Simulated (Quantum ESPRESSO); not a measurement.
**How a calculation on MnPt3 (Pm-3m, 4 atoms in the cell) responds to its settings**

```
MnPt3
1.0
    3.90000     0.00000     0.00000
    0.00000     3.90000     0.00000
    0.00000     0.00000     3.90000
Mn Pt
1 3
Direct
  0.00000   0.00000   0.00000
  0.00000   0.50000   0.50000
  0.50000   0.00000   0.50000
  0.50000   0.50000   0.00000
```
Moments meant for the start (each program seeds them in its own way; μB, in the order of the atoms Mn Pt Pt Pt): 4.0 0.0 0.0 0.0.

Base run A: PBEsol, SSSP 1.1.2 efficiency (PBE) pseudopotentials run with Quantum ESPRESSO, self-consistent single point.

Its settings: ecutwfc = 50 Ry; ecutrho = 400 Ry; occupations = smearing; smearing = gauss; degauss = 0.0073499 Ry; nspin = 2; input_dft = pbesol; potentials = {Mn: mn_pbe_v1.5.uspp.F.UPF, Pt: pt_pbe_v1.4.uspp.F.UPF}; K_POINTS = automatic 5 5 5 0 0 0; conv_thr = 1e-10 Ry; mixing_beta = 0.4.

The starting cell comes from a database of published, mostly measured structures (it also holds non-ambient and calculated ones), without a prior relaxation at this level. With one magnetic atom in the cell only a parallel order is possible. In the base run, with a pressure of about -5 GPa the cell is away from its equilibrium volume at this level.

ΔF is the free energy per atom less that of run A. 

Run A gave: pressure (GPa) -5.02; size of the net moment (μB/atom) 1.04; iterations 18.

Runs:
- B: diagonalization: default → cg
- C: diagonalization: default → paro
- D: diagonalization: default → rmm-davidson
- E: diagonalization: default → rmm-paro
- F: diago_david_ndim: default → 3
- G: diago_david_ndim: default → 4
- H: diago_full_acc: default → true

Q: Which runs reach the base run's state, and which is quickest in iterations?

A: Runs B, C, D, E, F, G, H reached the same state as A (within 1 meV/atom and 0.1 μB a site). The fewest iterations to that state were 16 (C, F, G); the most were 26.

| run | ΔF (meV/atom) | pressure (GPa) | size of the net moment (μB/atom) | iterations |
|---|---|---|---|---|
| A | 0.00 | -5.02 | 1.04 | 18 |
| B | 0.00 | -5.02 | 1.04 | 26 |
| C | 0.00 | -5.02 | 1.04 | 16 |
| D | 0.00 | -5.02 | 1.04 | 20 |
| E | 0.00 | -5.02 | 1.04 | 20 |
| F | 0.00 | -5.02 | 1.04 | 16 |
| G | 0.00 | -5.02 | 1.04 | 16 |
| H | 0.00 | -5.02 | 1.04 | 17 |
